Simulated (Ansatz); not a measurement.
**Ta, element substitutions**

The reference is Ta in the bcc (W type) structure (space group Im-3m, No. 229; a = 3.3048 Å).

Each row replaces one element on all its sites; cell and atoms are relaxed.

Computed with r2SCAN in Ansatz (plane waves to 500 eV, PAW, without spin-orbit coupling).

Candidates:
(a) Ta → Re
(b) Ta → Cd
(c) Ta → Hf

Base values:

* **Lattice parameter a**: 6.245 bohr

Order them by lattice parameter a, lowest first.

(a) Ta → Re (5.850 bohr), (b) Ta → Cd (6.679 bohr), (c) Ta → Hf (6.688 bohr)

Stability against distortions was not tested. For Re and Cd in this form, whether it has been made was not checked. All final runs are without spin polarisation. This is not the structure that Re has at room temperature and ambient pressure. This is not the structure that Cd has at room temperature and ambient pressure. This is not the structure that Hf has at room temperature and ambient pressure.

Ansatz is a quantum-chemistry and plane-wave program.
